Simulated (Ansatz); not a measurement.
We consider CaScHO2 (model structure, started from the SrVO2H type, P4/mmm, No. 123, 5 atoms in the cell), described by PBE in Ansatz (plane waves, PAW).

Input file:

Ansatz 0.2 input:
```yaml
crystal:
  lattice:
    - [4.0463855865, 0.0, 0.0]
    - [0.0, 4.0463855865, 0.0]
    - [0.0, 0.0, 3.6993316818]
  atoms:
    - { symbol: Ca, position: [0.5, 0.5, 0.5] }
    - { symbol: Sc, position: [0.0, 0.0, 0.0] }
    - { symbol: O, position: [0.5, 0.0, 0.0] }
    - { symbol: O, position: [0.0, 0.5, 0.0] }
    - { symbol: H, position: [0.0, 0.0, 0.5] }
basis:
  ecutwfc: 520
  ecutrho_ratio: 4
  xc_grid: 2
kpoints:
  mp_grid: { grid: [8, 8, 10] }
  band_path:
    path:
      - [0.0, 0.0, 0.0]
      - [0.0, 0.071429, 0.0]
      - [0.0, 0.142857, 0.0]
      - [0.0, 0.214286, 0.0]
      - [0.0, 0.285714, 0.0]
      - [0.0, 0.357143, 0.0]
      - [0.0, 0.428571, 0.0]
      - [0.0, 0.5, 0.0]
      - [0.071429, 0.5, 0.0]
      - [0.142857, 0.5, 0.0]
      - [0.214286, 0.5, 0.0]
      - [0.285714, 0.5, 0.0]
      - [0.357143, 0.5, 0.0]
      - [0.428571, 0.5, 0.0]
      - [0.5, 0.5, 0.0]
      - [0.454545, 0.454545, 0.0]
      - [0.409091, 0.409091, 0.0]
      - [0.363636, 0.363636, 0.0]
      - [0.318182, 0.318182, 0.0]
      - [0.272727, 0.272727, 0.0]
      - [0.227273, 0.227273, 0.0]
      - [0.181818, 0.181818, 0.0]
      - [0.136364, 0.136364, 0.0]
      - [0.090909, 0.090909, 0.0]
      - [0.045455, 0.045455, 0.0]
      - [0.0, 0.0, 0.0625]
      - [0.0, 0.0, 0.125]
      - [0.0, 0.0, 0.1875]
      - [0.0, 0.0, 0.25]
      - [0.0, 0.0, 0.3125]
      - [0.0, 0.0, 0.375]
      - [0.0, 0.0, 0.4375]
      - [0.0, 0.0, 0.5]
      - [0.0, 0.071429, 0.5]
      - [0.0, 0.142857, 0.5]
      - [0.0, 0.214286, 0.5]
      - [0.0, 0.285714, 0.5]
      - [0.0, 0.357143, 0.5]
      - [0.0, 0.428571, 0.5]
      - [0.0, 0.5, 0.5]
      - [0.071429, 0.5, 0.5]
      - [0.142857, 0.5, 0.5]
      - [0.214286, 0.5, 0.5]
      - [0.285714, 0.5, 0.5]
      - [0.357143, 0.5, 0.5]
      - [0.428571, 0.5, 0.5]
      - [0.5, 0.5, 0.5]
      - [0.454545, 0.454545, 0.5]
      - [0.409091, 0.409091, 0.5]
      - [0.363636, 0.363636, 0.5]
      - [0.318182, 0.318182, 0.5]
      - [0.272727, 0.272727, 0.5]
      - [0.227273, 0.227273, 0.5]
      - [0.181818, 0.181818, 0.5]
      - [0.136364, 0.136364, 0.5]
      - [0.090909, 0.090909, 0.5]
      - [0.045455, 0.045455, 0.5]
      - [0.0, 0.5, 0.0625]
      - [0.0, 0.5, 0.125]
      - [0.0, 0.5, 0.1875]
      - [0.0, 0.5, 0.25]
      - [0.0, 0.5, 0.3125]
      - [0.0, 0.5, 0.375]
      - [0.0, 0.5, 0.4375]
      - [0.5, 0.5, 0.0625]
      - [0.5, 0.5, 0.125]
      - [0.5, 0.5, 0.1875]
      - [0.5, 0.5, 0.25]
      - [0.5, 0.5, 0.3125]
      - [0.5, 0.5, 0.375]
      - [0.5, 0.5, 0.4375]
    npoints: 1
hamiltonian:
  xc: pbe
  dispersion: none
  pseudopotentials: { kind: paw }
scf:
  occupations: { method: fermi_dirac, width: 0.01 }
  convergence: { dr2_threshold: 0.0000000005 }
output:
  forces: true
  stress: true
  eigenvalues: true
  write_bands: true
```

Q: How many irreducible k-points, plane waves at Γ does the program set up, and what pressure does the run end with?

A: 90 irreducible k-points, 1653 plane waves at Γ; P = 4.14 GPa, so the cell is compressed on average and its volume would grow at this level.

Output (set-up and result lines):

```
Crystal: 5 atoms, lattice volume = 60.570 Å³
Basis set: ecut = 520 eV, 1653 PW (Γ), exchange–correlation on 64×64×60 points (8 copies of the dense FFT grid, shifted against one another)
Bands: 22, of which v1, the nominal top of the filled ones, is band 17 counted from 1 (16 counted from 0)
Symmetry: 16 space group operations
Space group: P4/mmm (ITA 123), of the structure as read, at distance tolerance 3.9e-5 Å
k-points: 90 of 640
Functional: x = pbe(κ = 0.804, μ = 0.2195149727645171), c = pbe(β = 0.06672455060314922)
SCF iter   1: F=—  HF=-5110.223736 eV  |F-HF|=—  |Δ(HF+E_count)|=         —  Δρ=3.97e-3  dr2=1.29e-2
SCF iter   2: F=—  HF=-5110.220677 eV  |F-HF|=—  |Δ(HF+E_count)|=   3.06e-3  Δρ=1.80e-3  dr2=2.28e-3
  ...
SCF iter   7: F=—  HF=-5110.219979 eV  |F-HF|=—  |Δ(HF+E_count)|=   7.82e-8  Δρ=1.69e-6  dr2=2.25e-9
SCF iter   8: F=-5110.219979 eV  HF=-5110.219979 eV  |F-HF|=5.64e-11  |Δ(HF+E_count)|=   1.24e-9  Δρ=4.55e-7  dr2=1.67e-10
SCF 1 converged in 8 iterations: F = -5110.219979 eV  dr2 = 1.67e-10
SCF converged after 8 iterations
Free energy (F): -5110.219979 eV
Internal energy: -5110.219979 eV  (E = F + TS)
E sigma→0 (E₀):  -5110.219979 eV
Fermi energy:    9.323437 eV
--- Forces (eV/Å), atoms counted from 1 ---
  atom   1  Ca     0.00000000     0.00000000     0.00000000
  atom   2  Sc    -0.00000000     0.00000000     0.00000000
  atom   3  O      0.00000000    -0.00000000     0.00000000
  atom   4  O      0.00000000    -0.00000000     0.00000000
  atom   5  H     -0.00000000     0.00000000     0.00000000
--- Stress (GPa, compression-positive) ---
        4.746077       0.000000       0.000000
        0.000000       4.746077       0.000000
        0.000000       0.000000       2.930851
  P = ⅓ Tr σ = 4.1410 GPa (41.410 kbar)
```

Note: the relaxation could raise the start's symmetry but not lower it, so the cell can be a saddle point. Note: cell and atoms aren't relaxed at this level (pressure 4.1 GPa).

The result took around 5 core-seconds (rough).

A model structure was made by putting elements into a prototype or built by hand; it is no filed structure, need not be a known phase, and can be a saddle point held by its symmetry.

Ansatz is a quantum-chemistry and plane-wave program.
